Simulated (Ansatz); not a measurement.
# MgO: pressure series

Start from MgO in the rock salt structure (space group Fm-3m, No. 225; a = 4.2539 Å).

Cell and atoms are relaxed at each pressure.

Calculations: DFT with PBE, PAW potentials and a 420 eV plane-wave cutoff in Ansatz (a program for electronic structure), no SOC.

Candidates:
(a) pressure −1 GPa
(b) pressure 0.7 GPa
(c) pressure 1.5 GPa

Before the change:

```
Quantity   Result
--------  -------
Band gap  4.46 eV
```

**Question.** Order them by band gap, highest first.

**Answer.** (c) pressure 1.5 GPa (4.55 eV), (b) pressure 0.7 GPa (4.50 eV), (a) pressure −1 GPa (4.40 eV)

Load acts through the strain it causes; cell and atoms are relaxed under it. No phonon test of stability was made. The base started in P3_121 and relaxed to Fm-3m at this level.
